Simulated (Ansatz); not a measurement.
Input:

End structure of the (111)B surface of zinc-blende InSb, Sb-terminated, 2x2 with 1 H on 4 top atoms (bottom of the slab: 3 H on 4 bottom sites):

```
CELL_PARAMETERS angstrom
      9.38685     0.00000     0.00000
     -4.69342     8.12925     0.00000
      0.00000     0.00000    32.50000
ATOMIC_POSITIONS crystal
  In 0.32876 0.17124 0.30530
  In 0.84247 0.17124 0.30530
  In 0.32876 0.65753 0.30530
  In 0.83333 0.66667 0.32732
  Sb 0.16667 0.33333 0.33909
  Sb 0.66026 0.32052 0.33809
  Sb 0.17948 0.83974 0.33809
  Sb 0.66026 0.83974 0.33809
  In 0.16667 0.33333 0.42677
  In 0.66667 0.33333 0.42677
  In 0.16667 0.83333 0.42677
  In 0.66667 0.83333 0.42677
  Sb 0.00000 0.00000 0.45624
  Sb 0.50000 0.00000 0.45624
  Sb 0.00000 0.50000 0.45624
  Sb 0.50000 0.50000 0.45624
  In 0.99973 0.99946 0.54491
  In 0.50000 0.00000 0.54447
  In 0.99973 0.50027 0.54491
  In 0.50054 0.50027 0.54491
  Sb 0.33396 0.16604 0.57516
  Sb 0.83207 0.16604 0.57516
  Sb 0.33396 0.66793 0.57516
  Sb 0.83333 0.66667 0.57567
  In 0.34568 0.15432 0.66422
  In 0.80865 0.15432 0.66422
  In 0.34568 0.69135 0.66422
  In 0.83333 0.66667 0.66430
  Sb 0.16667 0.33333 0.68252
  Sb 0.66847 0.33695 0.70166
  Sb 0.16305 0.83153 0.70166
  Sb 0.66847 0.83153 0.70166
  H  0.33262 0.16738 0.25166
  H  0.83477 0.16738 0.25166
  H  0.33262 0.66523 0.25166
  H  0.16667 0.33333 0.73545
```

Set-up: 36 atoms, 16.0 Å thick at the start with caps and adatoms; mesh 3x3x1; 0.025 eV smearing; dipole correction on; 8 atoms held, the rest relaxed; start symmetry kept, larger cells not searched; no spin (no spin-polarised run to compare, though such a face may carry moments), no spin-orbit, no U. The slab shows no gap over 0.04 eV on its mesh. It is one candidate, not shown to be the stable structure of the face.

Give the work function of the top face at the level PBE (Ansatz, an electronic-structure program).

5.27 eV
